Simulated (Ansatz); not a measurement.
O on the 1x1 (111) surface of fcc Cu, one in a 1x1 cell, energies for each (5.7 Å²). Energies are against ½ O2(g), without zero-point or thermal terms; each row is named by its start.

All values below come from PBE (plane waves to 420 eV, PAW; Ansatz, a quantum-chemistry and plane-wave program).

Q: Which site binds most strongly?
(A) top Cu
(B) hollow Cu-Cu-Cu over Cu at depth 2.1 Å
(C) hollow Cu-Cu-Cu over Cu at depth 4.1 Å

A: C, hollow Cu-Cu-Cu over Cu at depth 4.1 Å. Adsorption energies: hollow Cu-Cu-Cu over Cu at depth 4.1 Å 0.21 eV; hollow Cu-Cu-Cu over Cu at depth 2.1 Å 0.25 eV; top Cu 1.01 eV.
